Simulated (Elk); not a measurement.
Input and output of a self-consistent single point for In (I4/mmm, 1 atom in the cell) (Elk).

Level of theory: PBE, all-electron FP-LAPW, Elk's shipped species files, APW+lo basis with extra local orbitals (Elk).

```yaml
crystal:
  lattice:
    - [-1.62987, 1.62987, 2.48243]
    - [1.62987, -1.62987, 2.48243]
    - [1.62987, 1.62987, -2.48243]
  atoms:
    - { symbol: In, position: [0.00000, 0.00000, 0.00000] }
```

Reference input (self-consistent single point, DFT, PBE, all-electron FP-LAPW, Elk's shipped species files, APW+lo basis with extra local orbitals): xctype = 20; rgkmax = 7.5; swidth = 0.00367493 Ha; ngridk = 7 7 7; gmaxvr = 14 1/bohr; nxlo = 2; lorbcnd = true; lmaxi = 3; maxscl = 100. This run's input differs from it in these lines:

```diff
@@ -21,4 +21,7 @@
 
+stype
+  0
+
 swidth
-  0.00367493
+  0.00734986
 
@@ -42,3 +45,3 @@
 ngridk
-  7 7 7
+  12 12 12
```

Output, abridged:

```
│ Self-consistent loop started │
│ Loop number : 1 │
 total energy                :     -5885.35531485
│ Loop number : 2 │
 total energy                :     -5885.37158106
RMS change in Kohn-Sham potential (target) :   0.8307353928E-01 (  0.1000000000E-05)
Absolute change in total energy (target)   :   0.1626620912E-01 (  0.1000000000E-03)
│ Loop number : 3 │
 total energy                :     -5885.32849365
RMS change in Kohn-Sham potential (target) :   0.8126078529E-01 (  0.1000000000E-05)
Absolute change in total energy (target)   :   0.3902086279E-01 (  0.1000000000E-03)
│ Loop number : 4 │
   [... lines left out ...]
Absolute change in total energy (target)   :   0.5558658568E-03 (  0.1000000000E-03)
│ Loop number : 13 │
 total energy                :     -5883.34751195
RMS change in Kohn-Sham potential (target) :   0.3394984316E-07 (  0.1000000000E-05)
Absolute change in total energy (target)   :   0.1386095646E-03 (  0.1000000000E-03)
│ Loop number : 14 │
 total energy                :     -5883.34751205
RMS change in Kohn-Sham potential (target) :   0.2079840834E-07 (  0.1000000000E-05)
Absolute change in total energy (target)   :   0.3456031664E-04 (  0.1000000000E-03)
Convergence targets achieved

│ Loop number : 15 │

Energies :
 Fermi                       :     0.210938332167
 total energy                :     -5883.34751183

Density of states at Fermi energy :    11.74896887
 (states/Hartree/unit cell)

Estimated indirect band gap :   0.2921638380E-02
 from k-point     11 to k-point    151
Estimated direct band gap   :   0.1346797290E-01
 at k-point     35

Charges :
 core                        :    30.00000000
 valence                     :    19.00000000
 interstitial                :    1.706086565
 muffin-tins (core leakage)
  species :    1 (In)
   atom    1                 :    47.29391343     (  0.1308293074E-03)
 total in muffin-tins        :    47.29391343
 total calculated charge     :    48.99817438
 total charge                :    49.00000000
 error                       :   0.1825620005E-02

│ Self-consistent loop stopped │
```

The run converged in 15 iterations. The count includes the last loop, which Elk runs after its targets are met. 

The starting cell has typed, rounded lattice constants, without a prior relaxation at this level. Its lattice was rescaled by up to half a per cent. Values depend on the basis (sphere radii, cutoffs, local orbitals), which need not be converged. The log's line on a gap gives a spacing of levels on this mesh, which the program prints for metals too.
